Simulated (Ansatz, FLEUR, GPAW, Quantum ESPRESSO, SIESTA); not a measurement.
**Code comparison for Nb2AsC (P6_3/mmc, 8 atoms in the cell)**

Self-consistent single point, at a second geometry (lattice scaled by 0.98). First geometry:

```yaml
crystal:
  lattice:
    - [3.37738, 0.00000, 0.00000]
    - [-1.68869, 2.92490, 0.00000]
    - [0.00000, 0.00000, 12.00355]
  atoms:
    - { symbol: Nb, position: [0.33333, 0.66667, 0.40533] }
    - { symbol: Nb, position: [0.66667, 0.33333, 0.59467] }
    - { symbol: Nb, position: [0.66667, 0.33333, 0.90533] }
    - { symbol: Nb, position: [0.33333, 0.66667, 0.09467] }
    - { symbol: As, position: [0.66667, 0.33333, 0.25000] }
    - { symbol: As, position: [0.33333, 0.66667, 0.75000] }
    - { symbol: C, position: [0.00000, 0.00000, 0.50000] }
    - { symbol: C, position: [0.00000, 0.00000, 0.00000] }
```

Shared settings, as Ansatz (a quantum-chemistry and plane-wave program) writes them: kpoints.mp_grid.grid = 7 7 2; scf.occupations.method = gaussian; scf.occupations.width = 0.0147 Ry. Potentials and cutoffs stand in the table.

```csv
code,model,ΔF from the first geometry (meV/atom),pressure (GPa),largest force (eV/Å),cutoff
Ansatz,"LDA (PW92), PAW files made with PBE",-49.6,-2.68,0.142,default
GPAW,"LDA (Perdew-Wang 92), GPAW PAW datasets LDA (gpaw-data 1.0.1)",-55.3,–,0.264,900 eV
SIESTA,"LDA PW92, numerical atomic orbitals DZP, PseudoDojo LDA standard norm-conserving potentials (rewritten from UPF to PSML)",-34.5,0.48,0.243,grid 300 Ry
Quantum ESPRESSO,"LDA (PZ), GBRV 1.5 ultrasoft (LDA) pseudopotentials",-47.5,-2.34,0.194,40 Ry
FLEUR,"LDA (Vosko-Wilk-Nusair), all-electron FLAPW (FLEUR), scalar-relativistic valence",–,–,0.205,Kmax 4.3 1/bohr
```

A dash marks a value that a program does not give, or that is left out as unsure.

On Ansatz's run: spin polarisation is off.

The spread over the programs that give each value: ΔF from the first geometry within 20.8 meV/atom; pressure within 3.16 GPa; largest force within 0.122 eV/Å.

SIESTA uses small atom-centred bases, whose incompleteness enters pressures, forces and empty levels differently from a plane-wave cutoff. FLEUR treats all electrons, but the usual bases taken here (sphere radii, linearisation, local orbitals, empty states) were not tested for convergence, so the values are no reference for the others. Ansatz's pressure is given at a fixed set of plane waves, as the other plane-wave codes print theirs; with its correction for the finite basis it is -2.60 GPa. The pressure of GPAW is left out: its cutoff lies under the one at which its stress was checked. The same LDA comes in different parametrisations, which differ slightly. In the pressure, SIESTA (by 3.00) lies more than 1 GPa from the median of the plane-wave programs.

The starting cell comes from a database of computed structures (which also holds hypothetical and non-ambient phases and stackings), without a prior relaxation at this level. Its lattice was rescaled by a random factor within 2.5 % of one. For this run, on top of that: lattice scaled by 0.98.

Keys are those of Ansatz 0.2.
